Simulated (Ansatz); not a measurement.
**Rh2Ge (Pnma, No. 62, 12 atoms in the cell; start mp-22585)**

Level of theory: PBEsol in Ansatz (PAW).

Run with plane-wave cutoff 500 eV, 8×10×6 k mesh (along the axes of the cell as run), Fermi–Dirac smearing 0.05 eV, no spin polarisation, scalar-relativistic PAW data made under PBE.

Cell (relaxed at this level):

Space group Pnma (No. 62); a = 5.4156 Å, b = 4.0050 Å, c = 7.5740 Å, α = 90.00°, β = 90.00°, γ = 90.00°

| atom | site | symmetry | x | y | z |
|---|---|---|---|---|---|
| Ge | 4c | .m. | 0.2101 | 0.2500 | 0.8962 |
| Rh | 4c | .m. | 0.0301 | 0.2500 | 0.2068 |
| Rh | 4c | .m. | 0.1638 | 0.2500 | 0.5694 |

| Property | Result |
|---|---|
| band gap | zero (no gap) |

Note: the relaxation could not lower the start's symmetry, so the cell can be a saddle point above a distorted one.

Spin–orbit coupling is not included.

The computed numbers hold no vibrational or temperature effects.

A start named mp-… is a Materials Project structure, which need not be a measured phase.

Ansatz is a first-principles code.
